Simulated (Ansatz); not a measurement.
An Ansatz (a quantum-chemistry and plane-wave program) input (Ansatz, r2SCAN, PAW, cutoff 500 eV, no SOC):

Ansatz 0.2 input:
```yaml
crystal:
  lattice:
    - [0, 1.9851336578, 1.9851336578]
    - [1.9851336578, 0, 1.9851336578]
    - [1.9851336578, 1.9851336578, 0]
  atoms:
    - { symbol: Pt, position: [0, 0, 0] }
basis: { ecutwfc: 500, ecutrho_ratio: 4, xc_grid: 4, fft_grid_basis: typed }
kpoints: { mp_grid: { grid: [20, 20, 20] } }
hamiltonian:
  xc: r2scan
  dispersion: none
  pseudopotentials: { kind: paw }
scf: { occupations: { method: fermi_dirac, width: 0.05 }, convergence: { dr2_threshold: 0.0000000001 } }
output: { forces: true, stress: true }
checkpoint: { write: state.ck, write_every: 1000 }
```

Problem. Which symmetry and how many k-points will the program report, and about how many plane waves at Γ?

Solution. Space group Fm-3m (ITA 225) with 48 operations, k-points 256 of 8000, and 411 plane waves at Γ.

Problem. And the final pressure?

Solution. -5.80 GPa (compression positive).

Single points use the geometry relaxed with PBE. Stability against distortions was not tested. All final runs are without spin polarisation. The cell is Pt in the fcc (Cu type) structure (space group Fm-3m, No. 225).
